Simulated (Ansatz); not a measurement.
Base system: Mo in the bcc (W type) structure (space group Im-3m, No. 229; a = 3.1510 Å; relaxed with 0.1 eV smearing). Axes: x, y, z lie along the cube axes.

All numbers come from r2SCAN/PAW in Ansatz (a first-principles code), without spin-orbit coupling.

For the base:

| Item | Value |
|---|---|
| Pressure | 0.0 GPa |
| Volume per atom | 15.64 Å³ |

Perturbation: biaxial strain +1.50 %, plane normal [001], relaxed out of plane (Cartesian); in-plane vectors clamped, the third vector and the atoms free.

**Question.** Predict the new energy relative to the base, pressure and volume per atom.

**Answer.** The energy goes up by 12 meV/atom; the pressure (mean of the normal stresses, compression positive) goes from zero to -5.2 GPa; the volume per atom rises by 0.32 Å³ to 15.96 Å³.

No phonon test of stability was made. The final runs are not spin-polarised.
